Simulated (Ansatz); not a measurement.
Subject: the energy of the reaction as written. Reaction: 4 Y (hcp) + 12 Si (diamond) + 4 H2 (gas) → cell A. A negative value means that the right-hand side lies lower.

Cell A: a stack of composition Y4Si12H8 built on Si (diamond, Fd-3m) (111), with 12 atoms on that crystal's sites, 24 atoms, hexagonal cell of 3.87 Å (13.0 Å²), symmetry P3m1 within 0.02 Å, 29.8 Å thick under 17 Å of vacuum, in-plane vectors held at the crystal's, which may strain the added film; planes from bottom to top: H | Si × 12 | Y | H × 2 | Y | H × 2 | Y | H × 2 | Y | H, its two faces unlike (dipole correction applied); spin state with PBE: run without spin, k-point mesh 14×14×1.
```
CELL_PARAMETERS angstrom
      3.86767     0.00000     0.00000
      1.93383     3.34950     0.00000
      0.00000     0.00000    46.32475
ATOMIC_POSITIONS crystal
  H  0.66667 0.66667 0.17505
  Si 0.66667 0.66667 0.20753
  Si 0.00000 0.00000 0.22396
  Si 0.00000 0.00000 0.27502
  Si 0.33333 0.33333 0.29206
  Si 0.33333 0.33333 0.34316
  Si 0.66667 0.66667 0.36018
  Si 0.66667 0.66667 0.41130
  Si 0.00000 0.00000 0.42830
  Si 0.00000 0.00000 0.47944
  Si 0.33333 0.33333 0.49621
  Si 0.33333 0.33333 0.54700
  Si 0.66667 0.66667 0.56693
  Y  0.33333 0.33333 0.61180
  H  0.00000 0.00000 0.62504
  H  0.33333 0.33333 0.65987
  Y  0.00000 0.00000 0.67403
  H  0.66667 0.66667 0.68959
  H  0.00000 0.00000 0.72256
  Y  0.66667 0.66667 0.73815
  H  0.33333 0.33333 0.75271
  H  0.66667 0.66667 0.78754
  Y  0.33333 0.33333 0.79956
  H  0.00000 0.00000 0.81798
```

Reference: Y (hcp, P6₃/mmc), 2 atoms in the cell, k-point mesh 24×24×10 on the run's own vectors. Conventional cell: a = 3.652 Å, b = 3.652 Å, c = 5.700 Å, α = 90.00°, β = 90.00°, γ = 120.00°.

Reference: Si (diamond, Fd-3m), 2 atoms in the cell, the relaxed perfect crystal repeated, atoms not moved again, k-point mesh 14×14×15 on the run's own vectors.

Reference: an isolated H2 molecule (singlet) in a box of 11 × 11 × 13 Å.

Plane-wave PAW calculations with Ansatz (a first-principles code), its PAW set soft_1, cutoff 420 eV, 500 eV for r2SCAN. The structures are at rest with PBE, within the held lattices; other levels are single points on them. Neutral cells; Fermi-Dirac smearing of at most 0.10 eV in the solids, energies taken to zero width. The lattices are those relaxed with PBE or held as stated, so at other levels the solids can be strained, which adds to the spread. Larger cells are relaxed from a start prepared with the learned potential CHGNet till forces fall under 0.03 eV/Å, which some starts already meet. A dispersion term (D3(BJ), or D4 for r2SCAN) was computed beside these levels and is taken off wherever the name lacks it. Space groups of crystals are read within 0.01 Å. Static lattices, no vibrational contributions. Cells are local rest points, mostly with their start's symmetry. No correction for cell size. Cell A has symmetry P3m1 within 0.02 Å and got no random move, so less symmetric positions, which may lie lower, weren't tried.

### Question
Predict the value from PBE.

### Answer
-7.04 eV, for 4 Y (hcp) + 12 Si (diamond) + 4 H2 (gas) → cell A.

### Question
How does the value move with the functional?

### Answer
| Functional | value (eV) | less PBE |
|---|---|---|
| r2SCAN | -8.05 | -1.01 |

The levels shown span 1.01 eV, from r2SCAN (-8.05) to PBE (-7.04).
